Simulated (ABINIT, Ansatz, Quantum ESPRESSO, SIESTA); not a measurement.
# YBRh3 (Pm-3m, 5 atoms in the cell) computed with different codes at matched settings

Self-consistent single point.

```xyz
5
Lattice="4.1788 0.0000 0.0000 0.0000 4.1788 0.0000 0.0000 0.0000 4.1788" Properties=species:S:1:pos:R:3 pbc="T T T"
Y      0.0000     0.0000     0.0000
B      2.0894     2.0894     2.0894
Rh     0.0000     2.0894     2.0894
Rh     2.0894     0.0000     2.0894
Rh     2.0894     2.0894     0.0000
```

Shared settings, as Ansatz (a program for electronic structure) writes them: kpoints.mp_grid.grid = 7 7 7; scf.occupations.method = gaussian; scf.occupations.width = 0.136 eV. Potentials and cutoffs stand in the table.

```
code                                                                                                                                 model  pressure (GPa)       cutoff
----------------  ------------------------------------------------------------------------------------------------------------------------  --------------  -----------
Ansatz                                                                                                 LDA (PW92), PAW files made with PBE           -8.66      default
ABINIT                                                     LDA (PW92), norm-conserving pseudopotentials (PseudoDojo nc-sr-04 LDA standard)           -8.43        44 Ha
Quantum ESPRESSO                                                                       LDA (PZ), GBRV 1.5 ultrasoft (LDA) pseudopotentials           -9.49        40 Ry
SIESTA            LDA PW92, numerical atomic orbitals DZP, PseudoDojo LDA standard norm-conserving potentials (rewritten from UPF to PSML)          -10.01  grid 400 Ry
```

On Ansatz's run: spin polarisation is off.

The spread over the programs that give each value: pressure within 1.58 GPa.

SIESTA uses small atom-centred bases, whose incompleteness enters pressures, forces and empty levels differently from a plane-wave cutoff. Ansatz's pressure is given at a fixed set of plane waves, as the other plane-wave codes print theirs; with its correction for the finite basis it is -8.58 GPa. The same LDA comes in different parametrisations, which differ slightly. In the pressure, SIESTA (by 1.35) lies more than 1 GPa from the median of the plane-wave programs.

The starting cell comes from a database of computed structures (which also holds hypothetical and non-ambient phases and stackings), without a prior relaxation at this level.

Left out of this page: GPAW, Elk and FLEUR (not drawn, or without a comparable value).

Keys are those of Ansatz 0.2.
